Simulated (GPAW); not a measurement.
Worked example: relaxation of the atoms of Ag3Au (I4mm, 4 atoms in the cell) in GPAW.

Method: LDA (Perdew-Wang 92), GPAW PAW datasets LDA (gpaw-data 1.0.1) (plane waves; GPAW).

The change in words: one atom moved by 0.15 angstrom; convergence.density: default → 1e-05 e/electron; optimizer: default → BFGS; fmax: default → 0.05 eV/Å. Reference geometry:
```
CELL_PARAMETERS angstrom
     -2.05332     2.05332     4.08531
      2.05332    -2.05332     4.08531
      2.05332     2.05332    -4.08531
ATOMIC_POSITIONS crystal
  Ag 0.75000 0.25000 0.50000
  Ag 0.25000 0.75000 0.50000
  Ag 0.50000 0.50000 0.00000
  Au 0.00000 0.00000 0.00000
```

Reference input (self-consistent single point, DFT LDA (Perdew-Wang 92), plane waves, GPAW PAW datasets LDA (gpaw-data 1.0.1)): mode = pw; ecut = 600 eV; xc = LDA; kpts = 5 5 5; mesh shift (steps) = 0 0 0; occupations.name = methfessel-paxton; occupations.width = 0.1 eV; occupations.order = 0; nbands = -10; symmetry.symmorphic = false; symmetry.tolerance = 0.0005; maxiter = 150. This run's input differs from it in these lines:

```diff
@@ -1,2 +1,3 @@
 from ase import Atoms
+from ase.optimize import BFGS
 from ase.units import GPa
@@ -10,3 +11,3 @@
                          [2.053322, 0.000000, 2.042654],
-                         [0.000000, 0.000000, 4.085307],
+                         [0.000000, -0.000000, 4.235303],
                          [0.000000, 0.000000, 0.000000]],
@@ -19,2 +20,3 @@
             nbands=-10,
+            convergence={'density': 1e-05},
             symmetry={'symmorphic': False, 'tolerance': 0.0005},
@@ -23,2 +25,8 @@
 atoms.calc = calc
+
+opt = BFGS(atoms, logfile='-')
+converged = opt.run(fmax=0.05, steps=40)
+print('Relaxation converged:', converged)
+print('Cell:', atoms.cell.cellpar().round(4))
+print(atoms.get_scaled_positions().round(5))
```

The program printed (abridged):

```
     iter     time        total  log10-change:
                         energy   eigst   dens
iter:   1 --:--:--   -17.468925
iter:   2 --:--:--   -17.194306   -2.13  -1.47
iter:   3 --:--:--   -16.395715   -1.48  -1.50
iter:   4 --:--:--   -16.241641   -2.88  -2.02
iter:   5 --:--:--   -16.244150   -2.80  -2.10
iter:   6 --:--:--   -16.206126   -3.30  -2.27
iter:   7 --:--:--   -16.204095   -4.00  -2.93
iter:   8 --:--:--   -16.205798c  -4.57  -3.25
iter:   9 --:--:--   -16.203645c  -4.48  -3.10
iter:  10 --:--:--   -16.203631c  -5.99  -3.76
iter:  11 --:--:--   -16.203670c  -6.31  -3.84
iter:  12 --:--:--   -16.203627c  -6.12  -3.97
iter:  13 --:--:--   -16.203622c  -6.85  -4.10
iter:  14 --:--:--   -16.203622c  -7.90c -4.29
iter:  15 --:--:--   -16.203625c  -7.53c -4.35
iter:  16 --:--:--   -16.203629c  -7.73c -4.40
iter:  17 --:--:--   -16.203628c  -8.27c -4.45
iter:  18 --:--:--   -16.203624c  -7.47c -4.48
iter:  19 --:--:--   -16.203623c  -7.55c -4.54
iter:  20 --:--:--   -16.203623c  -9.06c -5.18c
Converged after 20 iterations.

Dipole moment: (0.000000, -0.000000, 0.082442) |e|*Ang

Energy contributions relative to reference atoms: (reference = -949707.169696)

Kinetic:        -22.378313
Potential:      +16.608058
External:        +0.000000
XC:             -10.908312
Entropy (-ST):   -0.007486
Local:           +0.478687
SIC:             +0.000000
--------------------------
Free energy:    -16.207366
Extrapolated:   -16.203623

Showing only first 2 kpts
 Kpt  Band  Eigenvalues  Occupancy
  0    29      5.97120    2.00000
  0    30      9.64490    0.00000
  0    31     13.34474    0.00000
  0    32     13.84651    0.00000

  1    29      5.58448    2.00000
  1    30     11.21252    0.00000
  1    31     11.30592    0.00000
  1    32     11.42543    0.00000

Fermi level: 7.99544

No gap
   [... lines left out ...]
Atomic positions and initial magnetic moments
Free energy:    -16.215794
Fermi level: 7.99529
No gap
Atomic positions and initial magnetic moments
Free energy:    -16.242970
Fermi level: 7.99618
No gap
Atomic positions and initial magnetic moments
Free energy:    -16.243967
   [... lines left out ...]
Relaxation converged: True
Cell: [  5.0122   5.0122   5.0122 131.6323 131.6323  70.8104]
[[0.75488 0.25488 0.5    ]
 [0.25488 0.75488 0.5    ]
 [0.50408 0.50408 0.     ]
 [0.00449 0.00449 0.     ]]
Energy (eV): -16.246863
Stress tensor:
     0.044492     0.000000     0.000000
     0.000000     0.044492     0.000000
     0.000000     0.000000     0.044310
Stress (GPa, Voigt): [7.1284 7.1284 7.0993 0.     0.     0.    ]
```

The run converged. GPAW prints stress with tension positive. 

Summary of the result:
| Quantity | Value |
|---|---|
| Free energy E − TS (from the program's reference atoms) | -16.2506 eV |
| Fermi level (on the code's own zero) | 8.00 eV |
| Pressure | -7.12 GPa |
| Largest force (vector length) | 0.025 eV/Å |
| Relaxation steps | 6 |

The starting cell comes from a database of computed structures (which also holds hypothetical and non-ambient phases and stackings), without a prior relaxation at this level. Its lattice was rescaled by up to half a per cent. For this run, on top of that: one atom moved by 0.15 angstrom. The relaxation keeps the symmetry of its start, so its end need not be a minimum.

Cost on one core of a shared machine: roughly 2 min.
